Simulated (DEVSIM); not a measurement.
System: Schottky contact on n-type Ge, at 350 K.

```
layer (left to right)  material  thickness (μm)  Nd (cm⁻³)   τn (s)   τp (s)
---------------------  --------  --------------  ---------  -------  -------
1                            Ge            1.30     1.1e15  0.00061  0.00061
```

Left contact: Schottky, work function 4.09 eV, emission velocity 9.3e6 cm/s. Right contact: ohmic. Voltage is applied to the left contact. Recombination: SRH at mid-gap, Auger. Mobility is constant in doping.

This is a model device: material constants are rounded textbook-type values typed into the input, and sizes, dopings and lifetimes were drawn at random. Values at 300 K; Nc and Nv go as T^1.5, mobilities as T to minus their exponent, the gap by Varshni's rule with the affinity fixed.

```csv
parameter,Ge
gap (eV),0.664
affinity (eV),4
permittivity,16
Nc (cm⁻³),1.04e19
Nv (cm⁻³),6e18
μn (cm²/Vs),3900
μp (cm²/Vs),1900
T exponent of μn,1.66
T exponent of μp,2.33
Cn (cm⁶/s),1e-31
Cp (cm⁶/s),1e-31
Varshni α (eV/K),0.000477
Varshni β (K),235
```

Model (solved in DEVSIM): 1D drift-diffusion, Boltzmann statistics, complete ionisation; no tunnelling, impact ionisation, image-force lowering or self-heating. Metal contacts follow the ideal Schottky-Mott rule: no Fermi-level pinning, no interface dipoles.

Question: Tabulate band edges, carrier densities and field at zero bias.

Answer: Energies count from the Fermi level of the right contact; mesh points crowd at the junctions.

```json
[
 {"x (μm)": "0.000", "Ec (eV)": "0.090", "Ev (eV)": "-0.554", "n (cm⁻³)": "6.6e17", "p (cm⁻³)": "7.9e10", "field (V/cm)": "63000"},
 {"x (μm)": "0.007900", "Ec (eV)": "0.128", "Ev (eV)": "-0.517", "n (cm⁻³)": "1.9e17", "p (cm⁻³)": "2.8e11", "field (V/cm)": "35000"},
 {"x (μm)": "0.02003", "Ec (eV)": "0.160", "Ev (eV)": "-0.485", "n (cm⁻³)": "6.6e16", "p (cm⁻³)": "8.0e11", "field (V/cm)": "20000"},
 {"x (μm)": "0.03427", "Ec (eV)": "0.183", "Ev (eV)": "-0.461", "n (cm⁻³)": "3.0e16", "p (cm⁻³)": "1.7e12", "field (V/cm)": "13000"},
 {"x (μm)": "0.06277", "Ec (eV)": "0.211", "Ev (eV)": "-0.433", "n (cm⁻³)": "1.2e16", "p (cm⁻³)": "4.4e12", "field (V/cm)": "7500"},
 {"x (μm)": "0.09054", "Ec (eV)": "0.228", "Ev (eV)": "-0.416", "n (cm⁻³)": "6.8e15", "p (cm⁻³)": "7.7e12", "field (V/cm)": "5000"},
 {"x (μm)": "0.1271", "Ec (eV)": "0.243", "Ev (eV)": "-0.401", "n (cm⁻³)": "4.2e15", "p (cm⁻³)": "1.3e13", "field (V/cm)": "3300"},
 {"x (μm)": "0.2003", "Ec (eV)": "0.260", "Ev (eV)": "-0.384", "n (cm⁻³)": "2.4e15", "p (cm⁻³)": "2.2e13", "field (V/cm)": "1700"},
 {"x (μm)": "0.2715", "Ec (eV)": "0.269", "Ev (eV)": "-0.375", "n (cm⁻³)": "1.8e15", "p (cm⁻³)": "3.0e13", "field (V/cm)": "930"},
 {"x (μm)": "0.3810", "Ec (eV)": "0.276", "Ev (eV)": "-0.369", "n (cm⁻³)": "1.4e15", "p (cm⁻³)": "3.7e13", "field (V/cm)": "420"},
 {"x (μm)": "0.5095", "Ec (eV)": "0.279", "Ev (eV)": "-0.365", "n (cm⁻³)": "1.2e15", "p (cm⁻³)": "4.2e13", "field (V/cm)": "170"},
 {"x (μm)": "0.7481", "Ec (eV)": "0.281", "Ev (eV)": "-0.363", "n (cm⁻³)": "1.2e15", "p (cm⁻³)": "4.5e13", "field (V/cm)": "34"},
 {"x (μm)": "0.8868", "Ec (eV)": "0.282", "Ev (eV)": "-0.363", "n (cm⁻³)": "1.2e15", "p (cm⁻³)": "4.5e13", "field (V/cm)": "13"},
 {"x (μm)": "0.9921", "Ec (eV)": "0.282", "Ev (eV)": "-0.363", "n (cm⁻³)": "1.1e15", "p (cm⁻³)": "4.5e13", "field (V/cm)": "≈ 0"},
 {"x (μm)": "1.100", "Ec (eV)": "0.282", "Ev (eV)": "-0.363", "n (cm⁻³)": "1.1e15", "p (cm⁻³)": "4.6e13", "field (V/cm)": "≈ 0"},
 {"x (μm)": "1.154", "Ec (eV)": "0.282", "Ev (eV)": "-0.363", "n (cm⁻³)": "1.1e15", "p (cm⁻³)": "4.6e13", "field (V/cm)": "≈ 0"},
 {"x (μm)": "1.200", "Ec (eV)": "0.282", "Ev (eV)": "-0.363", "n (cm⁻³)": "1.1e15", "p (cm⁻³)": "4.6e13", "field (V/cm)": "≈ 0"},
 {"x (μm)": "1.230", "Ec (eV)": "0.282", "Ev (eV)": "-0.363", "n (cm⁻³)": "1.1e15", "p (cm⁻³)": "4.6e13", "field (V/cm)": "≈ 0"},
 {"x (μm)": "1.261", "Ec (eV)": "0.282", "Ev (eV)": "-0.363", "n (cm⁻³)": "1.1e15", "p (cm⁻³)": "4.6e13", "field (V/cm)": "≈ 0"},
 {"x (μm)": "1.276", "Ec (eV)": "0.282", "Ev (eV)": "-0.363", "n (cm⁻³)": "1.1e15", "p (cm⁻³)": "4.6e13", "field (V/cm)": "≈ 0"},
 {"x (μm)": "1.288", "Ec (eV)": "0.282", "Ev (eV)": "-0.363", "n (cm⁻³)": "1.1e15", "p (cm⁻³)": "4.6e13", "field (V/cm)": "≈ 0"},
 {"x (μm)": "1.300", "Ec (eV)": "0.282", "Ev (eV)": "-0.363", "n (cm⁻³)": "1.1e15", "p (cm⁻³)": "4.6e13", "field (V/cm)": "≈ 0"}
]
```
